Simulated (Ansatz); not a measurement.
Structure of amorphous Si₂₄O₅₁B₂ (periodic cell):

```xyz
77
Lattice="10.4764 0.0000 0.0000 0.0000 10.4764 0.0000 0.0000 0.0000 10.4764" Properties=species:S:1:pos:R:3 pbc="T T T"
Si     0.0106     8.7991     8.8565
Si     4.6128     5.1887     2.6320
Si     6.5566     6.1891     4.6884
Si     9.0565     5.1853     6.2686
Si     3.1466     1.8196     6.4892
Si     8.0141     2.0654     3.0178
Si     1.0113     5.5628     0.0660
Si     2.6375     1.5084     3.6024
Si     6.9663     9.9530     1.8270
Si     6.1512     0.2726     9.7349
Si     8.2619    10.4314     7.8522
Si     5.6235     8.9076     4.1893
Si     3.9156     5.4016    10.0911
Si     9.1654     4.5503     1.2488
Si     8.6558     7.5243     0.5497
Si     4.0866     8.4440     9.6371
Si     1.1448     7.1423     6.3901
Si     8.5486     2.1981     5.9565
Si     2.3655     8.8650     4.1060
Si     4.1161     2.5365     9.0346
Si     3.8128     6.4430     5.1652
Si     2.2655     0.2523     8.7116
Si     8.7209     5.5448     9.2295
Si     6.0379     0.7126     6.1412
O      4.0175     8.1829     4.6253
O      4.2463     6.8225     9.2797
O      4.2956     5.8052     1.1668
O      1.5959     1.8937     2.5422
O      7.8329     8.7025     1.2586
O      2.6886     2.3874     5.0645
O      1.5249     6.9229     0.8144
O      6.4564     2.4574     3.2409
O      5.2601     5.9458     5.7130
O      9.0971     1.1072     7.0425
O      7.8670     6.8429     9.7604
O      3.1991     9.3649     8.6112
O      7.9584     5.5275     5.1021
O      3.3327     8.5279     0.6280
O      3.6007     3.0052     7.5445
O      2.1311     8.2392     2.6546
O      5.7558     9.1154     2.6068
O      7.7552     0.3399     9.3548
O      6.0111    10.3421     4.7550
O      2.3526     4.9854     9.8471
O      8.3023     5.4393     7.6825
O      8.8516     1.8976     4.4025
O      2.0249     0.8613     7.2110
O      8.0556     0.5136     2.4648
O     10.4153     6.0762     6.0829
O      9.3292     3.5926     6.2598
O      6.1091     0.4708     0.8627
O      2.5231    10.4111     4.2633
O      4.4862     0.8721     6.4650
O      0.8291    10.1623     9.2451
O      5.4459     1.5598     9.0256
O      8.4278     4.2956    10.2522
O      5.5312     9.2193     9.5647
O      8.6572     3.3565     2.2167
O      8.9116     6.2119     1.5673
O      6.0769     5.6970     3.2028
O      6.8876     2.1216     6.1073
O     10.3622     5.7790     9.3470
O      0.3238     4.5114     1.1090
O      9.9638     8.2517    10.3118
O      4.2971     1.4123     3.2476
O      9.1948     9.1130     7.9048
O      6.6965     7.8150     4.7194
O      2.6373     6.3957     6.2711
O      1.2995     8.2344     5.1669
O      0.9284     7.8304     7.8541
O      4.6188     3.9536     9.7313
O      6.8333    10.1359     7.1087
O      2.9446     1.4816     9.6011
O      4.5312     3.6057     2.4872
O      3.4933     5.7305     3.7407
B      2.3441     7.8878     1.3355
B      5.1054     2.4534     2.9823
```

Calculation: PBE, scalar-relativistic without spin-orbit coupling (plane waves to 420 eV, PAW; Ansatz, a quantum-chemistry and plane-wave program).

A CHGNet melt-quench gave the starting glass, which DFT then relaxed. O atoms were pushed apart under 1.9 Å during the dynamics, to hinder bonds among them. The hot cell started wider than the set density and was brought back towards it in steps. It is the lowest in DFT energy of 2 quenches. It is a model cell: composition and starting density were chosen by hand, and all elements were melted together. No dispersion term was used. Its density started from a set value of 2.18 and ended at 2.18 g/cm³. The simulated quench (nominally 400 K/ps over its main leg) is rapid and tends to freeze in more defects than a deposited or slowly cooled glass has. One small periodic cell is one sample of the glass; other quenches scatter about these values. The volume was held where the preparation left it, at a PBE pressure of 0.0 GPa. Stress components on the final sampling reach 2.4 GPa.

Neighbours within Si-Si 2.60 Å, Si-O 2.00 Å, Si-B 2.28 Å, O-O 1.58 Å, O-B 1.80 Å, B-B 1.97 Å count as bonded. Two cations that share two anions don't count as bonded, nor two that share one unless they lie closer than Si-Si 2.38 Å, Si-B 2.09 Å, B-B 1.80 Å.

Give the coordination numbers, mean bond lengths and angles.


The mean coordination of Si by anions is 4.00 (24 with 4), the mean coordination of O is 2.00 (1 with 1, 49 with 2, 1 with 3) and the mean coordination of B by anions is 3.00 (2 with 3). The mean Si-O bond comes out as 1.645 Å (spread 0.044 Å, 96 counted), the mean O-B bond is 1.371 Å (spread 0.012 Å, 6 counted) and the bond angle at Si is mean 109.4°, spread 6.5°. The bond angle at O comes out as mean 134.9°, spread 14.7° and the bond angle at B comes out as mean 120.0°, spread 2.9°.

Which atoms depart from the most common coordination of their element?

O25 has 3 (Si12 1.82 Å, Si21 1.83 Å, Si19 1.86 Å); O28 has 1 (Si8 1.54 Å).

List the pairs of like atoms that count as bonded by the rules above.

There are none by these rules.

What Bader charges do the atoms carry, from a run on the zone centre alone?

Means (range): Si +3.27 e (+3.20 to +3.30), O -1.63 e (-1.66 to -1.54), B +2.39 e (+2.38 to +2.39).
```csv
atom,charge (e)
Si1,+3.27
Si2,+3.28
Si3,+3.28
Si4,+3.30
Si5,+3.27
Si6,+3.29
Si7,+3.28
Si8,+3.20
Si9,+3.27
Si10,+3.27
Si11,+3.28
Si12,+3.25
Si13,+3.27
Si14,+3.26
Si15,+3.27
Si16,+3.27
Si17,+3.29
Si18,+3.28
Si19,+3.26
Si20,+3.26
Si21,+3.24
Si22,+3.26
Si23,+3.26
Si24,+3.28
O25,-1.66
O26,-1.62
O27,-1.64
O28,-1.54
O29,-1.64
O30,-1.64
O31,-1.63
O32,-1.63
O33,-1.62
O34,-1.63
O35,-1.64
O36,-1.64
O37,-1.64
O38,-1.61
O39,-1.63
O40,-1.62
O41,-1.62
O42,-1.64
O43,-1.64
O44,-1.64
O45,-1.64
O46,-1.63
O47,-1.63
O48,-1.62
O49,-1.64
O50,-1.64
O51,-1.64
O52,-1.64
O53,-1.65
O54,-1.63
O55,-1.64
O56,-1.63
O57,-1.63
O58,-1.63
O59,-1.63
O60,-1.64
O61,-1.64
O62,-1.65
O63,-1.62
O64,-1.63
O65,-1.61
O66,-1.64
O67,-1.63
O68,-1.62
O69,-1.63
O70,-1.63
O71,-1.62
O72,-1.64
O73,-1.62
O74,-1.62
O75,-1.63
B76,+2.39
B77,+2.38
```
